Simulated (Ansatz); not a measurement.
```
ZrO2
1.0
    5.34494     0.00000     0.00000
    0.00000     5.13498     0.00000
    0.00000     0.00000     5.15558
Zr O
4 8
Direct
  0.03060   0.26423   0.25342
  0.96940   0.73577   0.75342
  0.53060   0.73577   0.25342
  0.46940   0.26423   0.75342
  0.36099   0.05942   0.09908
  0.63901   0.94058   0.59908
  0.86099   0.94058   0.09908
  0.13901   0.05942   0.59908
  0.21928   0.52897   0.00350
  0.78072   0.47103   0.50350
  0.71928   0.47103   0.00350
  0.28072   0.52897   0.50350
```

No spin polarisation.

All numbers come from PBEsol (Ansatz, an electronic-structure program, PAW, no spin-orbit coupling). Γ-centred 5×5×5 mesh, Fermi–Dirac width 0.05 eV.

Question: Predict the pressure (mean of the normal stresses, compression positive).

Answer: -9.08 GPa.

Question: What smallest direct gap does the calculation give?

Answer: 3.97 eV.

Question: Predict the band gap.

Answer: 3.80 eV.

Question: Estimate the gap character.

Answer: Indirect, Γ → k = (0.200, 0.400, 0.400) in the run's primitive reciprocal basis.

The cells carry an imposed strain or load. Stability against distortions was not tested. The cell was made from ZrO₂ (space group Pca2_1, No. 29) by this change: isotropic strain +1.68 %. This is not the structure that ZrO2 has at room temperature and ambient pressure.
